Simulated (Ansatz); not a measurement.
The structure below was relaxed with Kohn–Sham DFT with the PBE functional, run in Ansatz (a first-principles code) with PAW and 420 eV plane waves, spin-orbit coupling left out, at pressure 5 GPa.

```xyz
3
Lattice="-1.5952 1.5952 3.9103 1.5952 -1.5952 3.9103 1.5952 1.5952 -3.9103" Properties=species:S:1:pos:R:3 pbc="T T T"
Mo     0.0000     0.0000     0.0000
Si     0.0000     0.0000     2.6182
Si     0.0000     0.0000     5.2024
```

### Question
Find the space group and the Wyckoff positions.

### Answer
Space group I4/mmm (No. 139); a = b = 3.190 Å, c = 7.821 Å, α = β = γ = 90.00°

```json
[
 {"atom": "Mo", "site": "2a", "symmetry": "4/mmm", "x": "0.0000", "y": "0.0000", "z": "0.0000"},
 {"atom": "Si", "site": "4e", "symmetry": "4mm", "x": "0.0000", "y": "0.0000", "z": "0.3348"}
]
```

### Question
Describe the coordination.

### Answer
The crystal has 6 atoms in its conventional cell. Conventional cell: a = 3.1904 Å, b = 3.1904 Å, c = 7.8206 Å, α = 90.00°, β = 90.00°, γ = 90.00°. Mo sees 10 Si at 2.600–2.618 Å and 4 Mo at 3.190 Å. Si is coordinated by 5 Si at 2.584–2.617 Å and 5 Mo at 2.600–2.618 Å. (Neighbours: up to the widest gap in distance over summed covalent radii, below 1.35, at either atom; cation-cation and far metal-metal contacts left out.)

Load acts through the strain it causes; cell and atoms are relaxed under it. Whether these cells are dynamically stable was not tested. Competing high-pressure phases were not computed. The final runs are not spin-polarised. The cell was made from MoSi2 (space group I4/mmm, No. 139) by this change: pressure 5 GPa.
